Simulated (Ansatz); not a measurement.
## SrTaNO2 (Pmc2₁, No. 26, 10 atoms in the cell; start mp-1101327)

Method: PBEsol (PAW; Ansatz, a quantum-chemistry and plane-wave program).

Settings: plane-wave cutoff 520 eV, 8×6×6 k mesh (along the axes of the cell as run), Fermi–Dirac smearing 0.01 eV, scalar-relativistic PAW data made under PBE.

Cell (relaxed at this level):

```xyz
10
Lattice="3.9666 0.0000 0.0000 0.0000 5.7418 0.0000 0.0000 0.0000 5.7403" Properties=species:S:1:pos:R:3 pbc="T T T"
Sr     1.9833     4.3616     2.9819
Sr     1.9833     1.3802     0.1118
Ta     0.0000     4.2291     0.0889
Ta     0.0000     1.5128     2.9590
N      0.0000     2.7795     4.3806
N      0.0000     2.9623     1.5104
O      1.9833     4.4396     5.6692
O      1.9833     1.3022     2.7991
O      0.0000     5.6026     4.1006
O      0.0000     0.1392     1.2305
```

```
Item                                          Result
-------------------------------------------  -------
band gap                                     1.11 eV
smallest direct gap on the k points sampled  1.17 eV
```

Spin–orbit coupling is not included.

Computed values are for the static lattice.

A start named mp-… is a Materials Project structure, which need not be a measured phase.
